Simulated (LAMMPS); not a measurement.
LAMMPS 22 Jul 2025, classical MD, Buckingham with full ionic charges: MgO, 2744 atoms.

```
Item                                                                                            Result
-----------------------------------------------  -----------------------------------------------------
task                                                                                           MD, nve
potential                                                           Buckingham with full ionic charges
copies of the repeat unit                                                                        7×7×7
shape (slab and sphere leave vacuum in the box)                                                   bulk
steps                                                                                             2000
timestep                                                                                          1 fs
thermo                                                                                              50
kspace_style                                                                                      pppm
kspace_accuracy                                                                                 0.0001
pair cutoff                                                                                       10 Å
newton                                                                                    on (default)
atom_modify sort (bins of 2 Å where set)                                                1000 (default)
comm_style                                                                             brick (default)
kspace_modify                                                                order 5 diff ik (default)
box                                                                               29.5 × 29.5 × 29.5 Å
start                                            generated rock salt lattice, warmed in an untimed run
```

All runs start from one configuration, warmed at this fixed volume for 1000 steps under a thermostat at 600 K. The run at a skin of 2 Å has a mean temperature of 594 K and a mean pressure of 1.4 GPa.

Single runs; times are not shown.

With neigh_modify every 1 delay 0 check yes, skins of 0.1, 0.3, 0.5, 1, 1.5, 2, 3 Å were run. Further schedules:
- skin 0.3 Å, every 1 delay 10 check yes
- skin 2 Å, every 20 delay 0 check no
- skin 2 Å, every 1 delay 10 check yes
- skin 1 Å, every 20 delay 0 check no
- skin 2 Å, every 100 delay 0 check no
- skin 1 Å, every 100 delay 0 check no
- skin 0.3 Å, every 20 delay 0 check no

A schedule rebuilds too seldom if it shows a dangerous build, rebuilds less often than the check at every step does at that skin, or fails.

Problem. Name the settings that rebuild less often than the motion of the atoms asks.

Solution. With the check at every step the rebuilds are 724 at 0.1 Å, 287 at 0.3 Å, 170 at 0.5 Å, 60 at 1 Å, 0 at 1.5 Å, 0 at 2 Å, 0 at 3 Å. Too seldom: skin 0.3 Å, every 1 delay 10 check yes; skin 1 Å, every 100 delay 0 check no; skin 0.3 Å, every 20 delay 0 check no.

| setting | rebuilds | dangerous builds | list entries an atom | change of the total energy (meV/atom) |
|---|---|---|---|---|
| skin 0.1 Å, every 1 delay 0 check yes | 724 | — | 230 | −0.0018 |
| skin 0.3 Å, every 1 delay 0 check yes | 287 | — | 235 | −0.0018 |
| skin 0.5 Å, every 1 delay 0 check yes | 170 | — | 248 | −0.0017 |
| skin 1 Å, every 1 delay 0 check yes | 60 | — | 304 | −0.0018 |
| skin 1.5 Å, every 1 delay 0 check yes | 0 | — | 352 | −0.0018 |
| skin 2 Å, every 1 delay 0 check yes | 0 | — | 378 | −0.0018 |
| skin 3 Å, every 1 delay 0 check yes | 0 | — | 494 | −0.0018 |
| skin 0.3 Å, every 1 delay 10 check yes | 200 | 200 | 235 | −0.0018 |
| skin 2 Å, every 20 delay 0 check no | 100 | not counted | 378 | −0.0018 |
| skin 2 Å, every 1 delay 10 check yes | 0 | 0 | 378 | −0.0018 |
| skin 1 Å, every 20 delay 0 check no | 100 | not counted | 304 | −0.0018 |
| skin 2 Å, every 100 delay 0 check no | 20 | not counted | 378 | −0.0017 |
| skin 1 Å, every 100 delay 0 check no | 20 | not counted | 304 | −0.0018 |
| skin 0.3 Å, every 20 delay 0 check no | 100 | not counted | 235 | under 0.001 |

Where the energy changes as in the checked runs, the late rebuilds cost nothing that shows in this run. List entries are as LAMMPS prints them (Ave neighs/atom).
